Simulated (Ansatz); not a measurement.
Consider WS₂ (space group P6_3/mmc, No. 194; layered, stacked along the Cartesian z axis).

```
WS2
1.0
    3.15405     0.00000     0.00000
   -1.57702     2.73148     0.00000
    0.00000     0.00000    12.14146
W S
2 4
Direct
  0.33333   0.66667   0.25000
  0.66667   0.33333   0.75000
  0.33333   0.66667   0.62030
  0.66667   0.33333   0.12030
  0.66667   0.33333   0.37970
  0.33333   0.66667   0.87970
```

Level of theory: PBE-D3(BJ) (Ansatz, a first-principles code; PAW; 420 eV plane waves; no SOC).

Carriers are added at fixed cell with a uniform background; the Fermi–Dirac width is that of 300 K.

One change was made to it. Results:

```json
[
 {"quantity": "gap between the host's bands", "base": "0.88 eV", "after": "0.94 eV"},
 {"quantity": "Fermi level relative to the doped band's edge (positive inside the band; to 0.05 eV)", "base": "–", "after": "+1.05 eV"},
 {"quantity": "gap character", "base": "indirect, Γ → K–Γ (47 % along)", "after": "indirect, Γ → K–Γ (47 % along)"}
]
```

Q: What was done to the base?
(A) holes 7.0×10^21 cm⁻³
(B) electrons 2.0×10^21 cm⁻³
(C) electrons 3.0×10^21 cm⁻³
(D) electrons 7.0×10^21 cm⁻³

A: A, holes 7.0×10^21 cm⁻³. For comparison, the Fermi level from band edge in the other runs: electrons 7.0×10^21 cm⁻³ gives +0.60 eV; electrons 3.0×10^21 cm⁻³ gives +0.40 eV; electrons 2.0×10^21 cm⁻³ gives +0.30 eV.

Charged cell with a jellium background: band edges are those of the host's band count, energies are not comparable with the neutral cell, and many-body gap narrowing is missing. Spin-orbit coupling, missing from the scalar runs, can matter with W. Whether these cells are dynamically stable was not tested.
